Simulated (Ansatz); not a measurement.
The starting structures come from a database of crystals and need not be the phases stable at ambient conditions.

The decay constant κ of evanescent states in the gap governs leakage through a thin film.

Consider the following.

```
Si
1.0
    3.75469     0.00000     0.00000
   -1.87735     3.25166     0.00000
    0.00000     0.00000     6.20597
Si
4
Direct
  0.33333   0.66667   0.06301
  0.66667   0.33333   0.93699
  0.66667   0.33333   0.56301
  0.33333   0.66667   0.43699
```

The cell is strained (all lengths scaled by 0.98); by r2SCAN it stands under a pressure of 6.9 GPa.

Transport runs along the normal of the first two printed cell vectors, the (001) plane of the conventional cell.

No gap correction and no spin-orbit coupling; mid-gap is the computed energy nearest the middle.

Question: Give the band gap and the smallest decay constant κ at mid-gap that Ansatz (an electronic-structure program) with r2SCAN yields.

Answer: Gap 0.46 eV on a 12×12×6 mesh; κ = 0.115 1/Å, at the zone centre.
